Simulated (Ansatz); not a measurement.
## Te: response to strain

Base system: Te (space group P3_121, No. 152; made of chains).

```
Te
1.0
    4.62412     0.00000     0.00000
   -2.31206     4.00460     0.00000
    0.00000     0.00000     5.90339
Te
3
Direct
  0.25335   0.00000   0.33333
  0.00000   0.25335   0.66667
  0.74665   0.74665   0.00000
```

Cartesian axes are those of the cell as printed.

Strains are applied to the cell and any free atomic positions relax; under biaxial strain the out-of-plane vector relaxes too.

The values are results of r2SCAN (Ansatz, a program for electronic structure; PAW; 500 eV plane waves; scalar-relativistic without spin-orbit coupling), not measurements.

```csv
change,gap character,volume per atom,electron mass,band gap
base,"indirect, L–H (80 % along) → H",36.44 Å³,"0.089 mₑ along c, 0.11 mₑ across (at H)",0.55 eV
"biaxial strain +0.61 %, plane normal [001], relaxed out of plane","indirect, k = (1/4, -3/8, -1/2) in the run's primitive reciprocal basis → H",36.77 Å³,"0.093 mₑ out of plane, 0.13 mₑ in plane (at H)",0.59 eV
"biaxial strain +1.64 %, plane normal [001], relaxed out of plane","indirect, k = (1/4, -3/8, -1/2) in the run's primitive reciprocal basis → H",37.31 Å³,"0.099 mₑ out of plane, 0.15 mₑ in plane (at H)",0.68 eV
"biaxial strain +3.38 %, plane normal [001], relaxed out of plane",–,38.26 Å³,?,0.80 eV
isotropic strain −0.82 %,"indirect, L–H (80 % along) → H",35.55 Å³,"0.086 mₑ along c, 0.11 mₑ across (at H)",0.55 eV
uniaxial strain ε_xx = −5.39 %,"indirect, k = (3/8, 1/4, -1/2) in the run's primitive reciprocal basis → D₂",34.48 Å³,"0.16 mₑ along x, 0.15 mₑ along y, 0.10 mₑ along z (off the base's special points)",0.48 eV
uniaxial strain ε_xx = −4.81 %,"indirect, k = (3/8, 1/4, -1/2) in the run's primitive reciprocal basis → D",34.69 Å³,"0.098 mₑ along z, 0.14 mₑ across (off the base's special points)",0.48 eV
uniaxial strain ε_zz = +0.72 %,"indirect, L–H (80 % along) → H",36.70 Å³,"0.088 mₑ along z, 0.11 mₑ across (at H)",0.50 eV
uniaxial strain ε_zz = +1.05 %,"indirect, L–H (80 % along) → H",36.82 Å³,?,0.48 eV
tensor shear ε_yz = +1.05 %,"indirect, k = (1/4, 3/8, -1/2) in the run's primitive reciprocal basis → D",36.44 Å³,"0.12 mₑ along x, 0.11 mₑ along y, 0.088 mₑ along z (off the base's special points)",0.49 eV
```

Some entries are withheld; estimate them.


- biaxial strain +3.38 %, plane normal [001], relaxed out of plane, electron mass: 0.11 mₑ out of plane, 0.18 mₑ in plane (at H)
- uniaxial strain ε_zz = +1.05 %, electron mass: 0.087 mₑ along z, 0.11 mₑ across (at H)

With Te present, leaving out spin-orbit coupling can change the band edges. Masses are band curvatures over ±0.01 Å⁻¹ around the edge. Stability against distortions was not tested. No dispersion term is included, though the crystal is made of layers, chains or molecules, so its spacings can come out too wide. k-point labels follow each cell's own Brillouin zone.
